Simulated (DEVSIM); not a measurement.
Structure: Pt/Si3N4/SiO2/n-Si capacitor, at 300 K.

| layer (left to right) | material | thickness (nm) | Nd (cm⁻³) |
|---|---|---|---|
| 1 | Si3N4 | 8.10 | - |
| 2 | SiO2 | 1.50 | - |
| 3 | Si | 8000 | 5.2e15 |

Metal gate on the left, work function 5.6 eV. Fixed charge at the semiconductor interface 0 cm⁻² (in units of +e); no interface traps.

Constants are typed, rounded textbook-type inputs, not results; the design itself was drawn at random and stands for no fabricated device. Values at 300 K; Nc and Nv go as T^1.5, mobilities as T to minus their exponent, the gap by Varshni's rule with the affinity fixed.

```tsv
parameter	Si3N4	SiO2	Si
gap (eV)	5.1	9	1.124
affinity (eV)	2.1	0.9	4.05
permittivity	7.5	3.9	11.7
Nc (cm⁻³)	-	-	2.86e19
Nv (cm⁻³)	-	-	3.1e19
Varshni α (eV/K)	-	-	0.000473
Varshni β (K)	-	-	636
```

Simulated with DEVSIM: 1D Poisson equation in equilibrium, Boltzmann statistics, complete ionisation; no quantum confinement or tunnelling. Metal contacts follow the ideal Schottky-Mott rule: no Fermi-level pinning, no interface dipoles.

The temperature was swept, all else fixed.

```json
[
 {"temperature (K)": "250", "threshold voltage (band bending 2φF) (V)": "0.53", "flat-band voltage (V)": "1.37", "minimum of the low-frequency capacitance (μF/cm²)": "0.0252"},
 {"temperature (K)": "300", "threshold voltage (band bending 2φF) (V)": "0.59", "flat-band voltage (V)": "1.33", "minimum of the low-frequency capacitance (μF/cm²)": "0.0273"},
 {"temperature (K)": "350", "threshold voltage (band bending 2φF) (V)": "0.66", "flat-band voltage (V)": "1.28", "minimum of the low-frequency capacitance (μF/cm²)": "0.0312"},
 {"temperature (K)": "400", "threshold voltage (band bending 2φF) (V)": "0.72", "flat-band voltage (V)": "1.24", "minimum of the low-frequency capacitance (μF/cm²)": "0.0361"},
 {"temperature (K)": "450", "threshold voltage (band bending 2φF) (V)": "0.79", "flat-band voltage (V)": "1.19", "minimum of the low-frequency capacitance (μF/cm²)": "0.0436"},
 {"temperature (K)": "500", "threshold voltage (band bending 2φF) (V)": "0.86", "flat-band voltage (V)": "1.15", "minimum of the low-frequency capacitance (μF/cm²)": "0.0602"}
]
```

From the first row to the last the threshold voltage (band bending 2φF) goes from 0.53 to 0.86. From the first row to the last the flat-band voltage goes from 1.37 to 1.15.
